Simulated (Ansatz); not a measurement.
The reference is Mg2Ge in the anti-fluorite structure (space group Fm-3m, No. 225; a = 6.364 Å).

Method: PBEsol (Ansatz, an electronic-structure program, PAW, no spin-orbit coupling), earlier PAW set.

Before the change:

The shortest interatomic distance is 2.756 Å and the band gap comes out as 0.08 eV.

Perturbation: cell and atoms relaxed at a pressure of 10 GPa.

Question: What happens to the shortest interatomic distance?

Answer: The shortest interatomic distance shrinks by 0.128 Å to 2.628 Å.

Question: Predict the new band gap.

Answer: The band gap changes from 0.08 eV to zero.

Load acts through the strain it causes; cell and atoms are relaxed under it. Stability against distortions was not tested. Competing high-pressure phases were not computed. The final runs are not spin-polarised. A zero or small gap of Mg2Ge can be the functional's error rather than a property of the material.
